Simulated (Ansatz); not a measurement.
Base system: Sc in the hcp (Mg type) structure (space group P6_3/mmc, No. 194; a = 3.318 Å, c = 5.186 Å; relaxed with 0.1 eV smearing). Axes: x lies along a and z along c of the hexagonal cell.

The values are results of PBE (Ansatz, a quantum-chemistry and plane-wave program), no spin-orbit coupling, not measurements.

Strains are applied to the cell and any free atomic positions relax; under biaxial strain the out-of-plane vector relaxes too.

One change was made to it. Results:

```tsv
quantity	base	after
pressure (mean of the normal stresses, compression positive)	0.0 GPa	0.4 GPa
volume per atom	24.72 Å³	24.55 Å³
band gap	zero	zero
```

Problem. Which of these changes matches the shifts?
A. biaxial strain +2.50 %, plane normal [001], relaxed out of plane
B. biaxial strain +1.00 %, plane normal [001], relaxed out of plane
C. biaxial strain −1.00 %, plane normal [001], relaxed out of plane
D. biaxial strain −1.50 %, plane normal [001], relaxed out of plane
E. biaxial strain −0.50 %, plane normal [001], relaxed out of plane

Solution. E, biaxial strain −0.50 %, plane normal [001], relaxed out of plane. For comparison, the volume per atom in the other runs: biaxial strain −1.00 %, plane normal [001], relaxed out of plane gives 24.37 Å³; biaxial strain +1.00 %, plane normal [001], relaxed out of plane gives 25.08 Å³; biaxial strain +2.50 %, plane normal [001], relaxed out of plane gives 25.62 Å³; biaxial strain −1.50 %, plane normal [001], relaxed out of plane gives 24.20 Å³.

No phonon test of stability was made. The final runs are not spin-polarised.
